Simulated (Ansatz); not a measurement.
The parent structure is Zr in the hcp (Mg type) structure (space group P6_3/mmc, No. 194; relaxed with 0.1 eV smearing).

```
CELL_PARAMETERS angstrom
      3.18249     0.00000     0.00000
     -1.59125     2.75612     0.00000
      0.00000     0.00000     5.12352
ATOMIC_POSITIONS crystal
  Zr 0.66667 0.33333 0.75000
  Zr 0.33333 0.66667 0.25000
```

Cartesian axes are those of the cell as printed.

Calculations: PBEsol, PAW, 420 eV (Ansatz, a program for electronic structure; no SOC).

For the base:

The shortest interatomic distance is 3.153 Å and the pressure is 0.0 GPa.

Perturbation: a pure shear with ε_xz = ε_zx = 0.0143; the atoms relax in the strained cell.

### Question
Estimate the effect on the energy relative to the base.

### Answer
The energy increases by 1.3 meV/atom.

### Question
What does the calculation give for the shortest interatomic distance after the change?

### Answer
The shortest interatomic distance falls by 0.037 Å (3.153 Å → 3.116 Å).

### Question
Predict the new pressure.

### Answer
The pressure (mean of the normal stresses, compression positive) is still 0.0 GPa.

Whether these cells are dynamically stable was not tested. The final runs are not spin-polarised.
